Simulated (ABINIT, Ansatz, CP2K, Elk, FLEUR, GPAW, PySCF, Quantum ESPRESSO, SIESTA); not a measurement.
**Code comparison for KCl (Fm-3m, 2 atoms in the cell)**

Self-consistent single point.

```yaml
crystal:
  lattice:
    - [0.00000, 3.14500, 3.14500]
    - [3.14500, 0.00000, 3.14500]
    - [3.14500, 3.14500, 0.00000]
  atoms:
    - { symbol: K, position: [0.00000, 0.00000, 0.00000] }
    - { symbol: Cl, position: [0.50000, 0.50000, 0.50000] }
```

All programs got the same cell, k-point mesh and kind of occupations (in Ansatz's words: kpoints.mp_grid.grid = 6 6 6; scf.occupations.method = fermi_dirac; scf.occupations.width = 0.05 eV); potentials, basis and cutoffs are each program's usual ones.

| code | model | pressure (GPa) | gap on the mesh (eV) | k-points | cutoff |
|---|---|---|---|---|---|
| Ansatz | PBE, default PAW files | 0.78 | 5.194 | 16 | 420 eV |
| ABINIT | PBE, PAW (JTH v2.0 PBE PAW) | 0.89 | 5.192 | 16 | 707 eV |
| Elk | PBE, all-electron FP-LAPW, Elk's shipped species files, APW+lo basis with extra local orbitals | – | 5.174 | 16 | rgkmax 8 |
| PySCF | PBE, Gaussian basis gth-dzvp-molopt-sr, GTH pseudopotentials gth-pbe, FFT density fitting with multigrid | – | 5.186 | 216 | grid 60 Ha |
| GPAW | PBE, GPAW PAW datasets PBE (gpaw-data 1.0.1) | 0.72 | 5.197 | 16 | 600 eV |
| Quantum ESPRESSO | PBE, SSSP 1.1.2 efficiency (PBE) pseudopotentials | 0.67 | 5.194 | 16 | 50 Ry |
| FLEUR | PBE, all-electron FLAPW (FLEUR), scalar-relativistic valence | – | 5.330 | 16 | Kmax 3.8 1/bohr |
| SIESTA | GGA PBE, numerical atomic orbitals DZP, PseudoDojo PBE standard norm-conserving potentials (rewritten from UPF to PSML) | 1.11 | 5.069 | 132 | grid 350 Ry |
| CP2K | PBE, GPW, DZVP-MOLOPT-SR-GTH basis, GTH-PBE potentials (GTH_POTENTIALS) | 0.95 | 5.184 | 112 | grid 500 Ry |

A dash marks a value that a program does not give, or that is left out as unsure.

Gaps are read on the mesh.

The spread over the programs that give each value: pressure within 0.44 GPa; gap on the mesh within 0.261 eV.

The starting cell has typed, rounded lattice constants, without a prior relaxation at this level.

Question: Why do the programs differ, and what cannot be compared?

Answer: Differences of this kind can come from the potentials, where these differ, and from what each basis and cutoff leave unconverged. The zero of total energies and Fermi levels follows the potentials and each program's conventions, so they are not compared here. PySCF, SIESTA and CP2K use small atom-centred bases, whose incompleteness enters pressures, forces and empty levels differently from a plane-wave cutoff. Elk and FLEUR treat all electrons, but the usual bases taken here (sphere radii, linearisation, local orbitals, empty states) were not tested for convergence, so the values are no reference for the others. Ansatz's pressure is given at a fixed set of plane waves, as the other plane-wave codes print theirs. The programs reduce the same mesh by symmetry to different extents, which changes the work and not the result. In the gap, FLEUR (by 0.136) and SIESTA (by 0.125) lie more than 0.12 eV from the median of the plane-wave programs.

Ansatz is an electronic-structure program.

Keys are those of Ansatz 0.2.
